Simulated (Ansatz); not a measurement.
# Response to strain in PtSe2

Consider PtSe$_{2}$ in the CdI2 type structure (space group P-3m1, No. 164; layered, stacked along the Cartesian z axis; relaxed with 0.1 eV smearing).

```
CELL_PARAMETERS angstrom
      3.73518     0.00000     0.00000
     -1.86759     3.23476     0.00000
      0.00000     0.00000     5.20727
ATOMIC_POSITIONS crystal
  Pt 0.00000 0.00000 0.00000
  Se 0.66667 0.33333 0.24886
  Se 0.33333 0.66667 0.75114
```

Cartesian axes are those of the cell as printed.

Strains are applied to the cell and any free atomic positions relax; under biaxial strain the out-of-plane vector relaxes too.

All numbers come from r2SCAN+rVV10 in Ansatz (plane waves to 500 eV, PAW, without spin-orbit coupling).

### Question
Only one of these has a band gap. Which?
A) biaxial strain +1.31 %, plane normal [001], relaxed out of plane
B) biaxial strain +0.55 %, plane normal [001], relaxed out of plane
C) uniaxial strain ε_zz = −3.56 %
D) biaxial strain −3.33 %, plane normal [001], relaxed out of plane
E) biaxial strain −0.74 %, plane normal [001], relaxed out of plane

### Answer
D, biaxial strain −3.33 %, plane normal [001], relaxed out of plane. Computed: biaxial strain −3.33 %, plane normal [001], relaxed out of plane: 0.51 eV; biaxial strain −0.74 %, plane normal [001], relaxed out of plane: zero; biaxial strain +1.31 %, plane normal [001], relaxed out of plane: zero; biaxial strain +0.55 %, plane normal [001], relaxed out of plane: zero; uniaxial strain ε_zz = −3.56 %: zero

With Pt present, leaving out spin-orbit coupling can change the band edges. No phonon test of stability was made. The final runs are not spin-polarised. The zero or small gap of PtSe2 can change with the level of theory.

Ansatz is a quantum-chemistry and plane-wave program.
